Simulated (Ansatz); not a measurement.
The reference is SnS₂ in the CdI2 type structure (space group P-3m1, No. 164; layered, stacked along the Cartesian z axis).

```
SnS2
1.0
    3.66939     0.00000     0.00000
   -1.83470     3.17779     0.00000
    0.00000     0.00000     5.80621
Sn S
1 2
Direct
  0.00000   0.00000   0.00000
  0.33333   0.66667   0.25460
  0.66667   0.33333   0.74540
```

Levels (all Ansatz, a quantum-chemistry and plane-wave program, PAW): PBE-D3(BJ) (420 eV, no spin-orbit coupling); HSE06 (420 eV, scalar-relativistic without spin-orbit coupling).

The geometry is relaxed with PBE-D3(BJ).

| Quantity | Result |
|---|---|
| PBE-D3(BJ) band gap | 1.27 eV |

Task: What does HSE06 give at this geometry for the band gap?

Result: The band gap goes up by 0.86 eV, from 1.27 eV to 2.13 eV.

Single points use the geometry relaxed with PBE-D3(BJ). The hybrid gap comes from the SCF mesh plus the semilocal run's edge points and a few special points and is an upper bound. No phonon test of stability was made.
